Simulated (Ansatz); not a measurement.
Problem. Name crystals whose electron conductivity mass lies between 0.153 and 0.24 mₑ and whose band gap lies between 1.19 and 1.86 eV, by Ansatz (a quantum-chemistry and plane-wave program) with r2SCAN, rigid bands.

Solution. Many crystals can fit; among those computed here:
- ZnInGaO$_{4}$ (R3m): 0.23 mₑ, 1.74 eV
- CdS (P6_3mc): 0.172 mₑ, 1.70 eV
- SnO2 (P4_2/mnm): 0.22 mₑ, 1.68 eV
- ZnO (P6_3mc): 0.21 mₑ, 1.24 eV

Masses are for dilute carriers at 300 K, harmonic means over directions unless an axis is named. Spin-orbit coupling is left out.
